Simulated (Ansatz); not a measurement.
Cost and result by functional for the surface energy of the (221) surface of fcc Pd in its 1x1 cell, outermost plane spacing 0.66 Å in the ideal cut, in Ansatz (plane waves, PAW). Single points on the PBE structure, on one kind of machine; costs are rough ratios of the slab run's core time (references not counted) to the cheapest single point. r2SCAN's cost holds its higher cutoff (500 against 420 eV). Differences are taken against r2SCAN for comparison alone: no measured value is at hand, so the table doesn't rank accuracy.

Set-up: 16 atoms, 9.9 Å thick at the start (thin: gaps and levels are the slab's own); mesh 13x5x1; 0.1 eV smearing; dipole correction on; all atoms relaxed; held to the start's symmetry, so lower structures may exist; no spin, no spin-orbit, no U. These notes are the PBE run's.

| functional | relative cost | surface energy (J/m²) | less r2SCAN (J/m²) |
|---|---|---|---|
| RPBE | 1 | 1.24 | -0.47 |
| LDA | 1 | 2.09 | 0.37 |
| PBEsol | 1 | 1.88 | 0.17 |
| r2SCAN | 3 | 1.71 | 0.00 |
| PBE (the relaxed run's value) | – | 1.50 | -0.21 |

The values span 0.85 J/m², while the single points' costs differ by a factor of roughly 3. Differences are of unrounded values.

Ansatz is a quantum-chemistry and plane-wave program.
